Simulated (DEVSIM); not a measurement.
## illuminated Si p-on-n cell, one wavelength

Structure: illuminated Si p-on-n cell, one wavelength, at 350 K.

| layer (left to right) | material | thickness (μm) | Nd (cm⁻³) | Na (cm⁻³) | τn (s) | τp (s) | absorption coefficient (cm⁻¹) |
|---|---|---|---|---|---|---|---|
| 1 | Si | 0.0670 | - | 3.8e18 | 5.9e-9 | 3e-7 | 280 |
| 2 | Si | 220 | 4.4e16 | - | 3.3e-7 | 3.3e-7 | 280 |

Left contact: ohmic, minority electron recombination velocity 1000 cm/s. Right contact: ohmic, minority hole recombination velocity 1e5 cm/s. Voltage is applied to the left contact. Recombination: SRH at mid-gap, radiative, Auger. Light enters at the left, 2e17 photons cm⁻² s⁻¹, one pass, no reflection. Mobility is constant in doping.

This is a model device: material constants are rounded textbook-type values typed into the input, and sizes, dopings and lifetimes were drawn at random. Values at 300 K; Nc and Nv go as T^1.5, mobilities as T to minus their exponent, the gap by Varshni's rule with the affinity fixed.

```tsv
parameter	Si
gap (eV)	1.124
affinity (eV)	4.05
permittivity	11.7
Nc (cm⁻³)	2.86e19
Nv (cm⁻³)	3.1e19
μn (cm²/Vs)	1417
μp (cm²/Vs)	470
T exponent of μn	2.3
T exponent of μp	2.2
B (cm³/s)	4.7e-15
Cn (cm⁶/s)	2.8e-31
Cp (cm⁶/s)	9.9e-32
Varshni α (eV/K)	0.000473
Varshni β (K)	636
```

Simulated with DEVSIM: 1D drift-diffusion, Boltzmann statistics, complete ionisation; no tunnelling, impact ionisation, image-force lowering or self-heating.

```json
{
  "potential_step_across_the_device_at_zero_bias": "0.838 V",
  "largest_field_in_the_device_at_zero_bias": "140000 V/cm",
  "Dark forward voltage at 1 A/cm²": "0.597 V",
  "Dark forward voltage at 100 A/cm²": "1.008 V",
  "short_circuit_current": "11.0 mA/cm²",
  "open_circuit_voltage": "0.455 V",
  "fill_factor": "0.76",
  "largest_power": "3.80 mW/cm²",
  "share_of_generated_pairs_collected_at_short_circuit": "0.343"
}
```

Small-signal capacitance in reverse bias (quasi-static):

```json
[
 {"V (V)": "-0.04", "C (nF/cm²)": "67.9"},
 {"V (V)": "-0.1", "C (nF/cm²)": "65.3"},
 {"V (V)": "-0.2", "C (nF/cm²)": "61.7"},
 {"V (V)": "-0.3", "C (nF/cm²)": "58.6"},
 {"V (V)": "-0.4", "C (nF/cm²)": "55.9"},
 {"V (V)": "-0.6", "C (nF/cm²)": "51.6"},
 {"V (V)": "-0.8", "C (nF/cm²)": "48.1"},
 {"V (V)": "-1", "C (nF/cm²)": "45.3"},
 {"V (V)": "-1.3", "C (nF/cm²)": "41.8"},
 {"V (V)": "-1.6", "C (nF/cm²)": "39.1"},
 {"V (V)": "-2", "C (nF/cm²)": "36.1"}
]
```

Dark forward current:

```tsv
V (V)	J (A/cm²)
0.05	2.2e-7
0.10	7.3e-7
0.15	2.1e-6
0.20	6.5e-6
0.30	8.7e-5
0.35	0.00038
0.40	0.0018
0.45	0.0092
0.50	0.047
0.55	0.24
0.60	1.1
0.70	11
0.75	20
0.80	32
0.85	46
0.90	62
0.95	79
1.05	120
1.10	140
1.15	160
1.20	190
1.25	210
1.30	240
1.35	270
1.45	340
1.50	380
1.55	420
1.60	460
```
